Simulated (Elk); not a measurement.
Band structure of SrAl2 (Imma, 6 atoms in the cell).

```
CELL_PARAMETERS angstrom
     -2.46218     4.05678     4.04831
      2.46218    -4.05678     4.04831
      2.46218     4.05678    -4.04831
ATOMIC_POSITIONS crystal
  Sr 0.30033 0.55033 0.75000
  Sr 0.69967 0.44967 0.25000
  Al 0.27083 0.83937 0.43146
  Al 0.72917 0.16063 0.56854
  Al 0.90791 0.83937 0.06854
  Al 0.09209 0.16063 0.93146
```

Method of the run: LDA (PW92), all-electron FP-LAPW, Elk's shipped species files, default APW+lo basis (Elk 10.2.4).

Settings: xctype = 3; rgkmax = 7; stype = 0; swidth = 0.00367493 Ha; ngridk = 6 6 6.

The starting cell comes from a database of computed structures (which also holds hypothetical and non-ambient phases and stackings), without a prior relaxation at this level. Its lattice was rescaled by a random factor within 2.5 % of one. Values depend on the basis (sphere radii, cutoffs, local orbitals), which need not be converged.

Levels in eV from the Fermi level, bands 25 to 32:
| point | 25 | 26 | 27 | 28 | 29 | 30 | 31 | 32 |
|---|---|---|---|---|---|---|---|---|
| Γ | -2.27 | -1.50 | -1.39 | -0.68 | 0.00 | 1.08 | 1.11 | 1.40 |
| X | -2.53 | -2.23 | -0.88 | -0.34 | 0.85 | 1.65 | 1.76 | 1.90 |
| L | -2.53 | -2.23 | -0.88 | -0.34 | 0.85 | 1.65 | 1.76 | 1.90 |
| T | -2.18 | -2.15 | -1.03 | -0.78 | -0.09 | 1.00 | 1.62 | 1.90 |
| W | -1.38 | -1.38 | -1.17 | -1.17 | 0.35 | 0.35 | 1.01 | 1.01 |
| R | -2.26 | -2.26 | -1.05 | -1.05 | 0.59 | 0.59 | 1.82 | 1.82 |
| X1 | -2.53 | -2.23 | -0.88 | -0.34 | 0.85 | 1.65 | 1.76 | 1.90 |
| Z | -1.74 | -1.11 | 0.53 | 0.63 | 0.80 | 0.88 | 1.41 | 1.54 |
| Y | -1.74 | -1.11 | 0.53 | 0.63 | 0.80 | 0.88 | 1.41 | 1.54 |
| S | -1.76 | -1.71 | -0.76 | -0.61 | 0.03 | 0.20 | 1.55 | 1.70 |

Bands cross the Fermi level along this path, so the cell is metallic at this level.
